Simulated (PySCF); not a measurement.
PySCF 2.14.0, MP2 (frozen core)/cc-pvdz: Si(Vi)3(OH) (C=C[Si](O)(C=C)C=C), 18 atoms. The geometry is a generated start, not checked to be a minimum at this level.

```
Item                                                   Value
-------------------------------  ---------------------------
task                                                     mp2
basis                                                cc-pvdz
two-electron scheme              exact four-centre integrals
frozen core                                             true
mf.init_guess                                minao (default)
mf.DIIS                                      CDIIS (default)
mf.diis_space                                    8 (default)
mf.conv_tol                                  1e-09 (default)
basis functions (reference run)                          166
```

On 4 threads, 1 BLAS thread. Build: conda-forge: OpenMP (GNU), OpenBLAS with its own threads, libcint, Libxc. Single runs; times are not shown.

Values of mol.max_memory tried: 8000 MB, 4000 MB, 2000 MB, 1000 MB, 500 MB, 300 MB, 200 MB.

What happens as the memory setting falls?

It runs down to 200 MB, the lowest tried, with the same result. At 8000 MB: SCF integrals in memory, transformation in memory. From 1000 MB down: SCF integrals in memory, transformation through a file. From 500 MB down: direct SCF, transformation through a file.

```tsv
mol.max_memory	path	peak memory
8000 MB	SCF integrals in memory, transformation in memory	1.2 GiB
4000 MB	SCF integrals in memory, transformation in memory	1.2 GiB
2000 MB	SCF integrals in memory, transformation in memory	1.2 GiB
1000 MB	SCF integrals in memory, transformation through a file	1.6 GiB
500 MB	direct SCF, transformation through a file	0.86 GiB
300 MB	direct SCF, transformation through a file	0.86 GiB
200 MB	direct SCF, transformation through a file	0.87 GiB
```

Peak memory is the kernel's count for the largest process, libraries included and scratch files not. The peak passes the setting at 1000 MB, 500 MB, 300 MB, 200 MB: it is no hard cap. MP2's transformation through a file may take 2000 MB even at lower settings.
